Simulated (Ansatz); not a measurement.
## Si (diamond structure), cut as (100) film, 7 layers, dimers on {100} faces where they fit, ended by OH

Cell contents Si28O8H8 (44 atoms). The cell is periodic, with vacuum round the object.

Level of theory: PBE (plane waves to 420 eV, PAW; Ansatz, a program for electronic structure).

k-points: Γ-centred 4×4×1 mesh; occupations: Fermi-Dirac, 0.020 eV; spin polarisation not allowed. Spin-orbit coupling is left out.

 The in-plane lattice is held at the bulk value.

- electronic character: not metallic
- Kohn-Sham band gap: 0.89 eV
- change of bonding against the cut: none
- number of neighbours within 2.838 Å (ending not counted): 3 for 8 atoms, 4 for 20 atoms
- mean Si-Si distance (least to greatest): 2.378 Å (2.339 to 2.445)
- cost of relaxation and final run: very roughly 0.7 core-hours
